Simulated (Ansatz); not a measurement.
We consider C (model structure, P6₁22, No. 178, 6 atoms in the cell), described by G0W0@PBEsol in Ansatz (hard PAW, contour deformation).

The cell is the one relaxed with PBEsol. Conventional cell: a = 3.5571 Å, b = 3.5571 Å, c = 3.3580 Å, α = 90.00°, β = 90.00°, γ = 120.00°.

One run with a 9×9×8 mesh, response cutoff 100 eV and 153 empty bands, not extrapolated in mesh or basis; no spin–orbit coupling.

Highest filled and lowest empty level by k point (fractions of the reciprocal vectors of the cell (3.557 -0.000 -0.000) (-1.779 3.081 0.000) (-0.000 0.000 3.358) Å; eV from the valence maximum of each method):

```tsv
k	PBEsol filled	PBEsol empty	QP filled	QP empty
0 0 0	-1.45	5.52	-1.56	7.07
0 0 0.125	-0.80	4.26	-0.86	5.70
0 0.333 0.375	-0.46	6.48	-0.49	7.94
0 0.444 0.25	-0.02	6.89	-0.03	8.37
0 0.444 0.375	0.00	7.90	0.00	9.46
0.111 0.111 0.375	-1.03	5.37	-1.11	6.77
0.111 0.333 0.375	-0.26	7.33	[?]	[?]
0.222 0.333 -0.5	-0.30	9.61	[?]	[?]
```

Q: Estimate the withheld levels to about 0.1 eV.

A: 
- 0.111 0.333 0.375, QP filled: -0.27
- 0.111 0.333 0.375, QP empty: 8.84
- 0.222 0.333 -0.5, QP filled: -0.32
- 0.222 0.333 -0.5, QP empty: 11.09

Note: the relaxation could raise the start's symmetry but not lower it, so the cell can be a saddle point.

A model structure was made by putting elements into a prototype or built by hand; it is no filed structure, need not be a known phase, and can be a saddle point held by its symmetry.

Ansatz is an electronic-structure program.
